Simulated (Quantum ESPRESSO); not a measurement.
Troubleshooting Quantum ESPRESSO: a failed run on RbMgSbO3 (R3m, 6 atoms in the cell). The aim is a self-consistent single point with DFT, LDA (PZ), plane waves, GBRV 1.5 ultrasoft (LDA) pseudopotentials.

Cell that was meant: a = 5.2327 Å, b = 5.2327 Å, c = 5.2327 Å, α = 73.83°, β = 73.83°, γ = 73.83°.

Part of the input:

```fortran
    celldm(4) = 0.278445146643,
    nat = 6,
    ntyp = 4,
    ecutwfc = 40.0,
    ecutrho = 200,
    occupations = 'smearing',
    smearing = 'gauss',
[...]
Sb    0.0000000000    0.0000000000    6.4473610835
O    -1.4854493850   -0.8576246023    7.3753594882
O     1.4854493850   -0.8576246023    7.3753594882
O     0,0000000000    1,7152492046    7,3753594882
K_POINTS automatic
7 7 7  0 0 0
```

The program printed (abridged):

```
     This program is part of the open-source Quantum ESPRESSO suite
     for quantum simulation of materials; please cite

[eval_infix.c] A parsing error occurred
helper string:
0,0000000000
error code:
Error: invalid token: ,

 %%%%%%%%%%%%%%%%%%%%%%%%%%%%%%%%%%%%%%%%%%%%%%%%%%%%%%%%%%%%%%%%%%%%%%%%%%%%%%
     Error in routine card_atomic_positions (1):
     Error while parsing atomic position card.
 %%%%%%%%%%%%%%%%%%%%%%%%%%%%%%%%%%%%%%%%%%%%%%%%%%%%%%%%%%%%%%%%%%%%%%%%%%%%%%

     stopping ...
```

Q: From the messages shown, name the fault and mend the input.

A: The fault is decimal commas. The program does not read a comma as a decimal mark. To fix it, use decimal points. The program stopped before any SCF iteration.

An input that runs soundly differs in these lines (not the only fix; some lines may just follow from the change or write a value another way):
```diff
-    ecutwfc = 40.0,
+    ecutwfc = 40,
-O     0,0000000000    1,7152492046    7,3753594882
+O     0.0000000000    1.7152492046    7.3753594882
```

With that input, the run converged in 11 iterations: free energy E − TS -6259.5103 eV; top of the valence band (on the code's own zero) 4.25 eV; gap on the k-point mesh 2.74 eV; pressure -3.25 GPa; largest force (vector length) 0.467 eV/Å (DFT, LDA (PZ), plane waves, GBRV 1.5 ultrasoft (LDA) pseudopotentials).

On the sound input: the starting cell comes from a database of computed structures (which also holds hypothetical and non-ambient phases and stackings), without a prior relaxation at this level. Spin-orbit coupling is off. With a pressure of about -3 GPa the cell is away from its equilibrium volume at this level.
